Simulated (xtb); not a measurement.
xtb 6.7.1, GFN2-xTB: c1csc(-c2sc(-c3cc4cc5sccc5cc4s3)c3c2OCCO3)c1, 38 atoms. The geometry is a generated start, not checked to be a minimum at this level.

```yaml
run_flags: --grad
method: GFN2-xTB
"--acc": 1 (default)
"--etemp (K)": 300 (default)
basis_functions: 140
valence_electrons: 128
```

One run each on 1 thread. Values of broydamp tried: 0.02, 0.05, 0.1, 0.2, 0.4 (default), 0.6, 0.8, 1.

Problem. Which value of broydamp needs the fewest SCC iterations, and what happens away from it?

Solution. Fewest SCC iterations, within one of each other: 0.2 with 13, 0.4 (default) with 13, 0.6 with 13, 0.8 with 14, 1 with 14. The count rises to 20 at 0.02. All converge to one solution.

```tsv
broydamp	SCC iterations	end
0.02	20	same solution
0.05	18	same solution
0.1	15	same solution
0.2	13	same solution
0.4 (default)	13	same solution
0.6	13	same solution
0.8	14	same solution
1	14	same solution
```
